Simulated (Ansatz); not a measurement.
The starting structures come from a database of crystals and need not be the phases stable at ambient conditions.

Crystal: ScF3 (R32, not sure to be the ambient phase, 4 atoms a cell, 16.5 Å³ an atom); planes in its conventional cell.

Calculation: r2SCAN (plane waves, PAW; Ansatz, an electronic-structure program).

The gap is the functional's own. No spin-orbit coupling. Mid-gap values are interpolated on the energy grid.

```tsv
plane	area of the cell (Å²)	mid-gap κ (1/Å)	largest κ in the gap (1/Å)
(100)	40.0	0.56	0.56
(001)	28.3	?	?
(110)	23.1	?	?
```

Task: The slowest decay depends on the direction. Supply the withheld values.

Result: 
- (001), mid-gap κ (1/Å): 0.65
- (001), largest κ in the gap (1/Å): 0.65
- (110), mid-gap κ (1/Å): 0.58
- (110), largest κ in the gap (1/Å): 0.58
